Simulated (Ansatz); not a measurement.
SiNi (Pnma, No. 62), treated with r²SCAN (Ansatz, a first-principles code, plane waves, PAW).

Settings: plane-wave cutoff 560 eV, 12×16×10 k mesh (along the axes of the cell as run), Fermi–Dirac smearing 0.05 eV, no spin polarisation, scalar-relativistic PAW data made under PBE.

Cell (relaxed at this level):

```xyz
8
Lattice="5.1213 0.0000 0.0000 0.0000 3.3399 0.0000 0.0000 0.0000 5.5738" Properties=species:S:1:pos:R:3 pbc="T T T"
Si     4.2052     2.5049     3.2496
Si     0.9160     0.8350     2.3242
Si     3.4767     0.8350     0.4627
Si     1.6446     2.5049     5.1111
Ni     2.5995     0.8350     3.8397
Ni     2.5218     2.5049     1.7342
Ni     5.0824     2.5049     1.0528
Ni     0.0389     0.8350     4.5211
```

Q: Give the computed bulk modulus.

A: 
- bulk modulus = 180 GPa

Measured, for comparison: bulk modulus 165 ± 3 GPa (temperature not stated, not corrected to a static lattice; as tabulated in Phonons and Thermal Expansion Behavior of NiSi and NiGe). Computed (rounded) less measured: bulk modulus +9 %. A static lattice is as a rule a little smaller and stiffer than an uncorrected measurement, which narrows the difference in the bulk modulus and would widen misses of the other sign.

Note: the run has no spin polarisation, so it can have missed a magnetic state; the bulk modulus is −V dP/dV from two relaxed cells at ±2 % in volume.

Computing time: roughly 8 core-minutes.
